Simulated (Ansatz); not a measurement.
A relaxation of the atoms of Cs3Bi (I4mm, 4 atoms in the cell) with Ansatz (a quantum-chemistry and plane-wave program).

Method of the run: LDA (PW92), default PAW files made with PBE (plane waves; Ansatz).

The change in words: one atom moved by 0.15 angstrom; relax: default → atoms; relax.f_tol: default → 0.005 eV/Å. Reference geometry:
```xyz
4
Lattice="0.0000 4.6731 4.6731 4.6731 0.0000 4.6731 4.6731 4.6731 0.0000" Properties=species:S:1:pos:R:3 pbc="T T T"
Cs     2.3366     2.3366     2.3366
Cs     7.0097     7.0097     7.0097
Cs     4.6731     4.6731     4.6731
Bi     0.0000     0.0000     0.0000
```

Reference input (self-consistent single point, DFT, LDA (PW92), plane waves, default PAW files made with PBE): basis.ecutwfc = 420 eV; kpoints.mp_grid.grid = 5 5 5; hamiltonian.xc = lda; hamiltonian.pseudopotentials = {kind: paw} (the program's default PAW files); scf.occupations.method = gaussian; scf.occupations.width = 0.272 eV. This run's input differs from it in these lines:

```diff
@@ -9,3 +9,3 @@
     - { symbol: Cs, position: [0.750000, 0.750000, 0.750000] }
-    - { symbol: Cs, position: [0.500000, 0.500000, 0.500000] }
+    - { symbol: Cs, position: [0.516049, 0.516049, 0.483951] }
     - { symbol: Bi, position: [0.000000, 0.000000, 0.000000] }
@@ -20,2 +20,4 @@
   occupations: { method: gaussian, width: 0.272 }
+relax:
+  f_tol: 0.005
 output:
```

Output (repeated stretches shortened):

```
   [... SCF lines of the steps left out ...]
relax step   1: F+E_penalty+E_count = -28602.17328542 eV  Δ(F+E_penalty+E_count) = +0.000e0 eV  max|allowed force component| = 6.926e-2 eV/Å  Δτ_max = 0.0000 Å  (6 SCF iters, dr2 threshold 6.25e-7 eV, accepted)
relax step   2: F+E_penalty+E_count = -28602.17536029 eV  Δ(F+E_penalty+E_count) = -2.075e-3 eV  max|allowed force component| = 5.259e-2 eV/Å  Δτ_max = 0.0158 Å  (4 SCF iters, dr2 threshold 3.00e-7 eV, accepted)
relax step   3: F+E_penalty+E_count = -28602.17761947 eV  Δ(F+E_penalty+E_count) = -2.259e-3 eV  max|allowed force component| = 2.101e-2 eV/Å  Δτ_max = 0.0467 Å  (5 SCF iters, dr2 threshold 1.73e-7 eV, accepted)
relax step   4: F+E_penalty+E_count = -28602.17839253 eV  Δ(F+E_penalty+E_count) = -7.731e-4 eV  max|allowed force component| = 3.860e-3 eV/Å  Δτ_max = 0.0386 Å  (6 SCF iters, dr2 threshold 7.05e-8 eV, accepted)
relax step   5: F+E_penalty+E_count = -28602.17839253 eV  Δ(F+E_penalty+E_count) = -6.694e-10 eV  max|allowed force component| = 3.855e-3 eV/Å  Δτ_max = 0.0000 Å  (2 SCF iters, accepted)
relax step   6: F+E_penalty+E_count = -28602.17843102 eV  Δ(F+E_penalty+E_count) = -3.848e-5 eV  max|allowed force component| = 9.363e-5 eV/Å  Δτ_max = 0.0111 Å  (5 SCF iters, accepted)
the relaxation is at rest under the 8 symmetry operations that the run kept from its start: a minimum is not shown …
Stability not checked: this state was not tested for a lower state beside it, because too few of the mixer's solves of this state at the end of the SCF gave a …
Free energy (F): -28602.178431 eV
Internal energy: -28602.171431 eV  (E = F + TS)
E sigma→0 (E₀):  -28602.174931 eV
Entropy (-TS):   -0.007000 eV (-1.750 meV/atom)
Fermi energy:    6.112640 eV
--- Forces (eV/Å), atoms counted from 1 ---
  atom   1  Cs    -0.00000000    -0.00000000     0.00000779
   [... lines left out ...]
  atoms:
    - { symbol: Cs, position: [0.25400908683094514, 0.25400908683094514, 0.24599091316905486] }
    - { symbol: Cs, position: [0.7540090868309449, 0.7540090868309449, 0.7459909131690551] }
    - { symbol: Cs, position: [0.5040431998839514, 0.5040431998839514, 0.4959568001160486] }
    - { symbol: Bi, position: [0.003987626454158346, 0.003987626454158346, -0.003987626454158346] }
```

The run converged. 

Summary of the result:
- Free energy E − TS (on the zero of these files) = -28602.1784 eV
- Pressure = -1.24 GPa
- Relaxation steps = 6

The starting cell comes from a database of computed structures (which also holds hypothetical and non-ambient phases and stackings), without a prior relaxation at this level. Its lattice was rescaled by up to half a per cent. For this run, on top of that: one atom moved by 0.15 angstrom. The relaxation keeps the symmetry of its start, so its end need not be a minimum. Ansatz's pressure includes its estimate of the finite-basis (Pulay) stress.

Cost on one core of a shared machine: roughly 40 s.

Keys are those of Ansatz 0.2.
